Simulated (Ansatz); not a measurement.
Functionals compared on the (22-43) surface of hcp Re in its 1x1 cell, outermost plane spacing 0.31 Å in the ideal cut, in Ansatz (plane waves, PAW). The structure was relaxed with PBE; the other rows are single points on it. Cutoff 420 eV (500 eV for r2SCAN).

Set-up: 33 atoms, 10.1 Å thick at the start (thin: gaps and levels are the slab's own); mesh 8x4x1; 0.1 eV smearing; dipole correction on; all atoms relaxed; no symmetry held; no spin, no spin-orbit, no U. These notes are the PBE run's.

```csv
functional,work function of the top face (eV),rough cost of the single point
PBE,4.48,–
LDA,4.79,roughly 9 core-minutes
PBEsol,…,about 10 core-minutes (a rough figure)
RPBE,4.34,very roughly 11 core-minutes
r2SCAN,4.51,about 18 core-minutes (a rough figure)
```

Question: Some entries are withheld; supply them.

Answer: 
- PBEsol, work function of the top face (eV): 4.58

Ansatz is a quantum-chemistry and plane-wave program.
